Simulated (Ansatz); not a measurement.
Results of PBE0+SOC (PAW; Ansatz, a first-principles code) for cubic perovskite CsPbBr3 (cubic high-temperature phase).

Settings: plane-wave cutoff 460 eV, 4×4×4 k mesh, Fermi–Dirac smearing 0.01 eV, PAW data made under PBE.

The cell has the measured lattice: a = b = c = 5.874 Å, α = β = γ = 90.00°.

Question: Predict the band gap and direct gap at Γ.

Answer: 
* **band gap**: 1.40 eV (on the SCF k mesh) (direct)
* **direct gap at Γ**: 6.73 eV

Note: held by symmetry at 0 K, a high-temperature phase can be a saddle point; cell and atoms aren't relaxed at this level (pressure 1.0 GPa).

Computed values are for the static lattice.
